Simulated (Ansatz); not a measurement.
## A computed series for Pt: response to strain

The reference is Pt in the fcc (Cu type) structure (space group Fm-3m, No. 225; a = 3.920 Å; relaxed with 0.1 eV smearing).

Strains are applied to the cell and any free atomic positions relax.

Computed with PBEsol, PAW, 420 eV (Ansatz, a first-principles code; no SOC).

```csv
isotropic strain (%),pressure (GPa)
-3,33.3
-1.5,14.6
-1,?
0,0.0
0.5,-4.1
1.5,-11.3
2,-14.4
2.5,-17.3
3,-19.9
```

Question: Fit P = P₀ − Bδ + Cδ² with δ = (1 + ε)³ − 1 to the rows shown and predict the withheld row.

Answer: Least squares on the printed values gives P₀ = 0.1 GPa, B = 297 GPa, C = 917 GPa (largest residual 0.5 GPa); this predicts 9.7 GPa, and the run gives 9.3 GPa, 0.4 lower.

No phonon test of stability was made. The final runs are not spin-polarised. Pt lies near a magnetic instability that expansion can trigger; it was not tested.
